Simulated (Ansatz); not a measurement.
The reference is InSb in the zinc blende structure (space group F-43m, No. 216; a = 6.519 Å). Axes: x, y, z lie along the cube axes.

Level of theory: PBEsol, PAW, 420 eV (Ansatz, an electronic-structure program; no spin-orbit coupling).

Before the change:

| Quantity | Value |
|---|---|
| Pressure | 0.0 GPa |
| Shortest interatomic distance | 2.823 Å |
| Band gap | zero |

The change: uniaxial strain ε_zz = +3.00 %, all other strain components held at zero, atoms relaxed at fixed cell.

Task: What does the calculation give for the pressure after the change?

Result: The pressure (mean of the normal stresses, compression positive) goes from zero to -1.2 GPa.

Task: What does the calculation give for the shortest interatomic distance after the change?

Result: The shortest interatomic distance rises by 0.0285 Å (2.823 Å → 2.851 Å).

Task: Predict the new energy relative to the base.

Result: The energy increases by 5.8 meV/atom.

Task: What does the calculation give for the band gap after the change?

Result: The band gap stays zero.

With Sb present, leaving out spin-orbit coupling can change the band edges. Stability against distortions was not tested. All final runs are without spin polarisation. A zero or small gap of InSb can be the functional's error rather than a property of the material.
